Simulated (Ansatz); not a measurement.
# SnS (Aem2, No. 39, 4 atoms in the cell; start mp-554134; a measured phase of this formula has another space group)

Computed with LDA in Ansatz (plane waves, PAW).

Run with plane-wave cutoff 500 eV, 1×10×10 k mesh (along the axes of the cell as run), gaussian smearing 0.02 eV, scalar-relativistic PAW data made under PBE.

Cell (relaxed at this level):

```
SnS
1.0
   22.42697     0.00000     0.00000
    0.00000     2.83432     2.84131
    0.00000    -2.83432     2.84131
Sn S
2 2
Direct
  0.43622   0.24140   0.74140
  0.56378   0.74140   0.24140
  0.45065   0.72460   0.22460
  0.54935   0.22460   0.72460
```

* **band gap**: 1.22 eV (on the SCF k mesh)

Note: the relaxation could not lower the start's symmetry, so the cell can be a saddle point above a distorted one.

Spin–orbit coupling is not included.

A start named mp-… is a Materials Project structure, which need not be a measured phase.

Ansatz is a program for electronic structure.
